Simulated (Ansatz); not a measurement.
Structures of equal composition on the (0001) surface of hcp Ti: a layer of Ag in place of the second plane; a layer of Ag in place of the third plane. The slabs share one bottom face, and each structure is named by its start. These are constructed structures in small cells; real faces may alloy, dewet or reconstruct in larger ones, and not all known structures of the face are among them. Slabs of about 12 Å with all that they carry, Fermi-Dirac smearing of 0.1 eV. Bottom of the slabs: a bare face, its two planes held. Relaxed from the named starts with such symmetry as they have, on meshes of like density; energies extrapolated to zero smearing; no spin-orbit coupling, no U. Spin-polarised runs, if any, are marked in brackets, and their order is one that fits the cell; the others ran without spin.

Computed with PBE (plane waves to 420 eV, PAW; Ansatz, a program for electronic structure).

Put the candidates in order of energy per 1x1 cell, lowest first, for PBE.

a layer of Ag in place of the third plane (0.000 eV), a layer of Ag in place of the second plane (0.255 eV)
